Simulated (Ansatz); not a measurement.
The starting structures come from a database of crystals and need not be the phases stable at ambient conditions.

Given:

```
CELL_PARAMETERS angstrom
      6.18264     0.00000     0.00000
      2.06088    12.58162     0.00000
      3.09132     0.00000     1.78478
ATOMIC_POSITIONS crystal
  Tl 0.29022 0.12933 0.00000
  Tl 0.70978 0.87067 0.00000
  Tl 0.87677 0.36970 0.00000
  Tl 0.12323 0.63030 0.00000
  O  0.58335 0.24994 0.00000
  O  0.41665 0.75006 0.00000
```

Space group of this cell: R-3m. The cell was relaxed by PBE-D3(BJ); by PBEsol its mean pressure is -1.9 GPa.

Transport runs along the normal of the first two printed cell vectors, the (110) plane of the conventional cell.

The gap is the functional's own, uncorrected, and κ follows it; spin-orbit coupling is left out. Mid-gap values are interpolated between the computed energies.

### Question
Compute, with PBEsol (Ansatz, a first-principles code), the band gap and the smallest decay constant κ at mid-gap.

### Answer
Gap 0.34 eV on a 16×16×16 mesh; κ = 0.062 1/Å, at (0.500, 0.000) of the in-plane reciprocal vectors. At the zone centre, at the nearest computed energy, the slowest state has κ = 0.11 1/Å.
